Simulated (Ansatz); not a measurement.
# Point defects in ScAl3

Start from a 24-atom supercell of ScAl$_{3}$ in the Cu3Au type structure (space group Pm-3m, No. 221; a = 4.1055 Å) at its relaxed geometry.

One neutral defect a cell, atoms relaxed at fixed cell.

Method: DFT with PBE, PAW potentials and a 420 eV plane-wave cutoff in Ansatz (a program for electronic structure), no spin-orbit coupling.

```csv
change,pressure,largest displacement of a host atom from its site in the perfect cell
perfect supercell,0.0 GPa,–
Tm on a Sc site,1.2 GPa,0.02 Å
Al on a Sc site (antisite),0.1 GPa,0.06 Å
Sc on a Al site (antisite),2.4 GPa,0.10 Å
"Sc interstitial (started 2.05 Å from the nearest host atom), symmetric start",8.9 GPa,0.52 Å
```

The magnetic state is the one reached from the starting moments; the real material's order can differ, and small cells can't hold many antiferromagnetic ones. Open 4f shells without U are poorly described, and the f state was not checked. The cell is small, so the values are those of an ordered compound at a high defect concentration; dilute-limit values will differ. Defects with a symmetric start kept the site's symmetry and may sit on a saddle; the others started slightly shaken. Spin-polarised in the final run: Tm on a Sc site; the other runs are not.
